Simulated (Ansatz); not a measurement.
Take AlRu in the CsCl type structure (space group Pm-3m, No. 221; a = 2.955 Å; relaxed with 0.1 eV smearing) as the base. Axes: x, y, z lie along the cube axes.

Method: LDA (Ansatz, a quantum-chemistry and plane-wave program; PAW; 420 eV plane waves; without spin-orbit coupling).

Strains are applied to the cell and any free atomic positions relax; under biaxial strain the out-of-plane vector relaxes too.

One change was made to it. Results:

| quantity | base | after |
|---|---|---|
| volume per atom | 12.90 Å³ | 12.82 Å³ |
| energy relative to the base (free energy F) | 0 meV/atom | +0.7 meV/atom |
| pressure (mean of the normal stresses, compression positive) | 0.0 GPa | 1.3 GPa |

**Question.** Which of these changes matches the shifts?
A) biaxial strain +1.67 %, plane normal [111], relaxed out of plane
B) biaxial strain −0.42 %, plane normal [111], relaxed out of plane
C) biaxial strain −1.67 %, plane normal [111], relaxed out of plane
D) biaxial strain −2.50 %, plane normal [111], relaxed out of plane

**Answer.** B, biaxial strain −0.42 %, plane normal [111], relaxed out of plane. For comparison, the energy relative to the base in the other runs: biaxial strain −2.50 %, plane normal [111], relaxed out of plane gives +24 meV/atom; biaxial strain −1.67 %, plane normal [111], relaxed out of plane gives +11 meV/atom; biaxial strain +1.67 %, plane normal [111], relaxed out of plane gives +10 meV/atom.

No phonon test of stability was made. All final runs are without spin polarisation.
